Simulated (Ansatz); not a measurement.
A self-consistent single point of VMo (Cmm2, 2 atoms in the cell) with Ansatz (a program for electronic structure).

Method of the run: LDA (PW92), default PAW files made with PBE (plane waves; Ansatz).

```xyz
2
Lattice="1.5296 -2.2129 0.0000 1.5296 2.2129 0.0000 0.0000 0.0000 4.2079" Properties=species:S:1:pos:R:3 pbc="T T T"
V      1.5296     0.0000     2.1539
Mo     0.0000     0.0000     0.0000
```

Reference input (self-consistent single point, DFT, LDA (PW92), plane waves, default PAW files made with PBE): basis.ecutwfc = 420 eV; kpoints.mp_grid.grid = 13 13 8; hamiltonian.xc = lda; hamiltonian.pseudopotentials = {kind: paw} (the program's default PAW files); scf.occupations.method = gaussian; scf.occupations.width = 0.1 eV. This run's input differs from it in these lines:

Ansatz 0.2 input:
```diff
@@ -13,3 +13,3 @@
   mp_grid:
-    grid: [13, 13, 8]
+    grid: [10, 10, 6]
 hamiltonian:
@@ -21,3 +21,3 @@
     method: gaussian
-    width: 0.1 eV
+    width: 0.05 eV
 output:
```

Output, abridged:

```
SCF iter   1: F=—  HF=-7703.488049 eV  |F-HF|=—  |Δ(HF+E_count)|=         —  Δρ=8.95e-3  dr2=2.39e-2  ethr=1.77e-3  ⟨swp⟩=4.5  Hψ=9137  notcnv=0
all-band conjugate gradients solve this SCF's bands
preconditioner: auto → none
SCF iter   2: F=—  HF=-7703.488202 eV  |F-HF|=—  |Δ(HF+E_count)|=   1.53e-4  Δρ=6.24e-3  dr2=1.63e-2  ethr=8.86e-5  ⟨swp⟩=1.3  Hψ=3267  notcnv=0
SCF iter   3: F=—  HF=-7703.486995 eV  |F-HF|=—  |Δ(HF+E_count)|=   1.21e-3  Δρ=1.08e-3  dr2=6.89e-4  ethr=6.03e-5  ⟨swp⟩=1.4  Hψ=2246  notcnv=0
SCF iter   4: F=—  HF=-7703.486937 eV  |F-HF|=—  |Δ(HF+E_count)|=   5.87e-5  Δρ=5.73e-4  dr2=1.19e-4  ethr=2.55e-6  ⟨swp⟩=2.3  Hψ=3178  notcnv=0
SCF iter   5: F=—  HF=-7703.486905 eV  |F-HF|=—  |Δ(HF+E_count)|=   3.13e-5  Δρ=1.47e-4  dr2=1.20e-5  ethr=4.41e-7  ⟨swp⟩=2.4  Hψ=3307  notcnv=0
SCF iter   6: F=—  HF=-7703.486899 eV  |F-HF|=—  |Δ(HF+E_count)|=   6.69e-6  Δρ=4.87e-5  dr2=4.05e-7  ethr=4.44e-8  ⟨swp⟩=2.0  Hψ=2921  notcnv=0
SCF iter   7: F=-7703.486898 eV  HF=-7703.486898 eV  |F-HF|=1.77e-9  |Δ(HF+E_count)|=   9.53e-9  Δρ=1.29e-5  dr2=2.25e-8  ethr=3.70e-10  ⟨swp⟩=5.2  Hψ=7700  notcnv=0
SCF 1 converged in 7 iterations: F = -7703.486898 eV  dr2 = 2.25e-8
Free energy (F): -7703.486898 eV
Internal energy: -7703.484894 eV  (E = F + TS)
E sigma→0 (E₀):  -7703.485896 eV
Entropy (-TS):   -0.002004 eV (-1.002 meV/atom)
Fermi energy:    18.884030 eV
--- Forces (eV/Å), atoms counted from 1 ---
  atom   1  V      0.00000000     0.00000000    -0.42399788
  atom   2  Mo     0.00000000     0.00000000     0.42401148
--- Stress (GPa, compression-positive) ---
       -6.410578       0.000000       0.000000
        0.000000      -8.425342       0.000000
        0.000000       0.000000      -7.818923
  P = ⅓ Tr σ = -7.5516 GPa (-75.516 kbar)
  The stress holds the Pulay correction. Without it, at fixed plane waves, as pw.x and ABINIT print it: P = -7.5951 GPa
```

The run converged in 7 iterations. Against the reference run the free energy goes down by 1.4 meV/atom, the pressure stays near -7.55 GPa while the xx stress (positive for compression) goes from -7.14 to -6.41 GPa and the largest force goes from 0.435 to 0.424 eV/Å.

The starting cell comes from a database of computed structures (which also holds hypothetical and non-ambient phases and stackings), without a prior relaxation at this level. Its lattice was rescaled by up to half a per cent. One atom was moved a little off its site on purpose. Spin polarisation is off. With a pressure of about -8 GPa the cell is away from its equilibrium volume at this level. Ansatz's pressure includes its estimate of the finite-basis (Pulay) stress.
